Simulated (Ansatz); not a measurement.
Results of r²SCAN+rVV10 (plane waves, PAW; Ansatz, an electronic-structure program) for CaO (model structure, started from the wurtzite type, P6₃/mmc, No. 194, 4 atoms in the cell).

Numerical settings: plane-wave cutoff 560 eV, 12×12×6 k mesh (along the axes of the cell as run), Fermi–Dirac smearing 0.01 eV, scalar-relativistic PAW data made under PBE.

Computed at the level's own relaxed cell.

```
CaO
1.0
    3.96850     0.00000     0.00000
   -1.98425     3.43682     0.00000
    0.00000     0.00000     4.75847
Ca O
2 2
Direct
  0.66667   0.33333   0.06260
  0.33333   0.66667   0.56260
  0.66667   0.33333   0.56260
  0.33333   0.66667   0.06260
```

List the 15 lowest band energies at Γ above −25 eV (eV, relative to the valence band maximum), grouping those that round alike.

At Γ: -19.43, -19.17 (×2), -18.97 (×2), -18.83, -16.40, -16.24, -1.21 (×2), -1.18 (×2), -1.09, 0.00, 3.56.

Note: the relaxation could raise the start's symmetry but not lower it, so the cell can be a saddle point.

A model structure was made by putting elements into a prototype or built by hand; it is no filed structure, need not be a known phase, and can be a saddle point held by its symmetry.
